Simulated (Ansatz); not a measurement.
An Ansatz (an electronic-structure program) run: Ca(OH)2 with a change (pressure −2 GPa); Kohn–Sham DFT with the PBEsol functional, run in Ansatz with PAW and 420 eV plane waves, no spin-orbit coupling.

Input:

Ansatz 0.2 input:
```yaml
crystal:
  lattice:
    - [3.5824957202, 0, 0]
    - [-1.7912478601, 3.1025323026, 0]
    - [0, 0, 4.8689668835]
  atoms:
    - { symbol: Ca, position: [0, 0, 0] }
    - { symbol: H, position: [0.6666666667, 0.3333333333, 0.5661972554] }
    - { symbol: H, position: [0.3333333333, 0.6666666667, 0.4338027446] }
    - { symbol: O, position: [0.6666666667, 0.3333333333, 0.7664377457] }
    - { symbol: O, position: [0.3333333333, 0.6666666667, 0.2335622543] }
basis: { ecutwfc: 420, ecutrho_ratio: 4, xc_grid: 2, fft_grid_basis: typed }
kpoints: { mp_grid: { grid: [11, 11, 7] } }
hamiltonian:
  xc: pbesol
  dispersion: none
  pseudopotentials: { kind: paw }
scf: { occupations: { method: fermi_dirac, width: 0.05 } }
relax: { f_tol: 0.01, max_steps: 60, cell: { stress_tol: 0.02, p_target: -2.0 } }
output: { forces: true, stress: true }
checkpoint: { write: state.ck, write_every: 1000 }
```

Output (explanatory and most iteration lines left out):

```
Relaxation: its limit of steps is 60 (relax.max_steps)
Pseudopotential: Ca, paw, valence charge 10
Pseudopotential: H, paw, valence charge 1
Pseudopotential: O, paw, valence charge 6
Crystal: 5 atoms, lattice volume = 54.118 Å³
Basis set: ecut = 420 eV, 1019 PW (Γ), exchange–correlation on 48×48×72 points (8 copies of the dense FFT grid, shifted against one another)
Bands: 17, of which v1, the nominal top of the filled ones, is band 12 counted from 1 (11 counted from 0)
Symmetry: 12 space group operations
Space group: P-3m1 (ITA 164), of the structure as read, at distance tolerance 3.8e-5 Å
k-points: 94 of 847
Functional: x = pbesol(κ = 0.804, μ = 0.12345679012345678), c = pbesol(β = 0.046)
SCF iter   1: F=—  HF=-2951.274086 eV  |F-HF|=—  |Δ(HF+E_count)|=         —  Δρ=1.04e-2  dr2=4.63e-2  ethr=1.77e-3  ⟨swp⟩=7.2  Hψ=10283  notcnv=0
SCF iter   2: F=—  HF=-2951.263309 eV  |F-HF|=—  |Δ(HF+E_count)|=   1.08e-2  Δρ=5.67e-3  dr2=1.21e-2  ethr=1.93e-4  ⟨swp⟩=2.1  Hψ=3427  notcnv=0  defer=94
SCF 1 converged in 7 iterations: F = -2951.259843 eV  dr2 = 2.40e-9
relax step   1: F+E_penalty+E_count = -2951.25984277 eV  Δ(F+E_penalty+E_count) = +0.000e0 eV  max|allowed force component| = 9.041e-5 eV/Å  Δτ_max = 0.0000 Å  P = -0.996 GPa  Ω = 54.118 Å³  (7 SCF iters, dr2 threshold 1.00e-7 eV, accepted)
[... steps on the carried basis left out ...]
relax step  15: F+E_penalty+E_count = -2951.22606197 eV  Δ(F+E_penalty+E_count) = -4.086e-4 eV  max|allowed force component| = 8.682e-4 eV/Å  Δτ_max = 0.0000 Å  P = -1.996 GPa  Ω = 57.548 Å³  stress off target by 1.54e-2 GPa  SCF on the basis re-selected at this cell (its energy is not comparable with the rows above)  (6 SCF iters)
SCF converged after 6 iterations
Free energy (F): -2951.226062 eV
Internal energy: -2951.226062 eV  (E = F + TS)
E sigma→0 (E₀):  -2951.226062 eV
Fermi energy:    4.363943 eV
--- Forces (eV/Å), atoms counted from 1 ---
  atom   1  Ca     0.00000000    -0.00000000     0.00000000
  atom   2  H     -0.00000000     0.00000000    -0.00054290
  atom   3  H      0.00000000    -0.00000000     0.00054290
  atom   4  O     -0.00000000     0.00000000     0.00086819
  atom   5  O      0.00000000    -0.00000000    -0.00086819
--- Stress (GPa, compression-positive) ---
       -2.002093      -0.000000      -0.000000
       -0.000000      -2.002093      -0.000000
       -0.000000      -0.000000      -1.984580
  P = ⅓ Tr σ = -1.9963 GPa (-19.963 kbar)
--- Relaxed structure (11 steps of the walk, 11 accepted, 4 SCFs on fresh bases) ---
  cell:  # Å, volume = 57.5476 Å³
    - [3.610843977868292, -2.012580686164783e-32, 7.246907652430502e-18]
    - [-1.805421988934146, 3.1270826139359964, -3.623453826215348e-18]
    - [9.849266021101365e-18, -1.9328362594633787e-31, 5.096581695297889]
  atoms:
    - { symbol: Ca, position: [-1.3776073505629404e-33, -6.970624710523576e-35, 3.562816337600188e-20] }
    - { symbol: H, position: [0.6666666666666666, 0.3333333333333333, 0.5866290889722825] }
    - { symbol: H, position: [0.3333333333333333, 0.6666666666666666, 0.41337091102771745] }
    - { symbol: O, position: [0.6666666666666666, 0.3333333333333333, 0.7777289571406182] }
    - { symbol: O, position: [0.3333333333333333, 0.6666666666666666, 0.2222710428593818] }
```

Load acts through the strain it causes; cell and atoms are relaxed under it. Whether these cells are dynamically stable was not tested. The cell was made from Ca(OH)2 (space group P-3m1, No. 164; layered) by this change: pressure −2 GPa. No dispersion term is included in the PBEsol runs.
